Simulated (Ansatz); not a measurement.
The parent structure is LiF in the CsCl type structure (space group Pm-3m, No. 221; a = 2.517 Å; a model cell, its experimental status unchecked). Axes: x, y, z lie along the cube axes.

The values are results of r2SCAN in Ansatz (plane waves to 500 eV, PAW, without spin-orbit coupling), not measurements.

It is then changed as follows: uniaxial strain ε_yy = −5.84 %, all other strain components held at zero; the atoms relax in the strained cell.

**Question.** What does the calculation give for the energy relative to the base after the change?

**Answer.** The energy rises by 28 meV/atom.

**Question.** Predict the new stress.

**Answer.** The stress (xx, yy, zz, yz, xz, xy; compression positive) amounts to (-1.59, 20.29, -1.59, 0.00, 0.00, 0.00) GPa.

Stability against distortions was not tested. This is not the structure that LiF has at room temperature and ambient pressure.

Ansatz is an electronic-structure program.
